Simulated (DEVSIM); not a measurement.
Device: Co/SiO2/n-Si capacitor, at 400 K.

| layer (left to right) | material | thickness (nm) | Nd (cm⁻³) |
|---|---|---|---|
| 1 | SiO2 | 2.20 | - |
| 2 | Si | 440 | 1.7e18 |

Metal gate on the left, work function 5 eV. Fixed charge at the semiconductor interface 1.1e10 cm⁻² (in units of +e); no interface traps.

Constants are typed, rounded textbook-type inputs, not results; the design itself was drawn at random and stands for no fabricated device. Values at 300 K; Nc and Nv go as T^1.5, mobilities as T to minus their exponent, the gap by Varshni's rule with the affinity fixed.

| parameter | SiO2 | Si |
|---|---|---|
| gap (eV) | 9 | 1.124 |
| affinity (eV) | 0.9 | 4.05 |
| permittivity | 3.9 | 11.7 |
| Nc (cm⁻³) | - | 2.86e19 |
| Nv (cm⁻³) | - | 3.1e19 |
| Varshni α (eV/K) | - | 0.000473 |
| Varshni β (K) | - | 636 |

Model (solved in DEVSIM): 1D Poisson equation in equilibrium, Boltzmann statistics, complete ionisation; no quantum confinement or tunnelling. Metal contacts follow the ideal Schottky-Mott rule: no Fermi-level pinning, no interface dipoles.

The SiO2 thickness was swept, all else fixed.

```json
[
 {"SiO2 thickness (μm)": "0.00088", "capacitance of the dielectric stack (μF/cm²)": "3.92", "threshold voltage (band bending 2φF) (V)": "-0.21", "minimum of the low-frequency capacitance (μF/cm²)": "0.415"},
 {"SiO2 thickness (μm)": "0.0012", "capacitance of the dielectric stack (μF/cm²)": "2.88", "threshold voltage (band bending 2φF) (V)": "-0.27", "minimum of the low-frequency capacitance (μF/cm²)": "0.397"},
 {"SiO2 thickness (μm)": "0.0015", "capacitance of the dielectric stack (μF/cm²)": "2.30", "threshold voltage (band bending 2φF) (V)": "-0.34", "minimum of the low-frequency capacitance (μF/cm²)": "0.383"},
 {"SiO2 thickness (μm)": "0.0019", "capacitance of the dielectric stack (μF/cm²)": "1.82", "threshold voltage (band bending 2φF) (V)": "-0.42", "minimum of the low-frequency capacitance (μF/cm²)": "0.370"},
 {"SiO2 thickness (μm)": "0.0022", "capacitance of the dielectric stack (μF/cm²)": "1.57", "threshold voltage (band bending 2φF) (V)": "-0.48", "minimum of the low-frequency capacitance (μF/cm²)": "0.355"},
 {"SiO2 thickness (μm)": "0.0026", "capacitance of the dielectric stack (μF/cm²)": "1.33", "threshold voltage (band bending 2φF) (V)": "-0.56", "minimum of the low-frequency capacitance (μF/cm²)": "0.341"}
]
```

From the first row to the last the capacitance of the dielectric stack goes from 3.92 to 1.33. From the first row to the last the threshold voltage (band bending 2φF) goes from -0.21 to -0.56.
